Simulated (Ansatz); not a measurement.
The starting structures come from a database of crystals and need not be the phases stable at ambient conditions.

Tunnelling through a barrier is set by its complex band structure: the current falls as exp(−2κd) with the smallest κ.

Given:

```yaml
crystal:
  lattice:
    - [4.67672, 0.00000, 0.00000]
    - [0.05050, 4.93619, 0.00000]
    - [0.00000, 0.00000, 5.72971]
  atoms:
    - { symbol: Zn, position: [0.50000, 0.75000, 0.67636] }
    - { symbol: Zn, position: [0.50000, 0.25000, 0.32364] }
    - { symbol: W, position: [0.00000, 0.75000, 0.18113] }
    - { symbol: W, position: [0.00000, 0.25000, 0.81887] }
    - { symbol: O, position: [0.21731, 0.06492, 0.10643] }
    - { symbol: O, position: [0.78269, 0.93508, 0.89357] }
    - { symbol: O, position: [0.78269, 0.43508, 0.10643] }
    - { symbol: O, position: [0.21731, 0.56492, 0.89357] }
    - { symbol: O, position: [0.25693, 0.59734, 0.37611] }
    - { symbol: O, position: [0.74307, 0.40266, 0.62389] }
    - { symbol: O, position: [0.74307, 0.90266, 0.37611] }
    - { symbol: O, position: [0.25693, 0.09734, 0.62389] }
```

Space group of this cell: P2/c. The cell is taken as given; by r2SCAN its mean pressure is -2.5 GPa.

Transport runs along the normal of the first two printed cell vectors.

The gap is the functional's own. No spin-orbit coupling. Mid-gap values are interpolated on the energy grid.

Task: State the band gap and the smallest decay constant κ at mid-gap according to Ansatz (a first-principles code) with r2SCAN.

Result: Gap 3.25 eV on a 6×6×6 mesh; κ = 0.472 1/Å, at the zone centre.
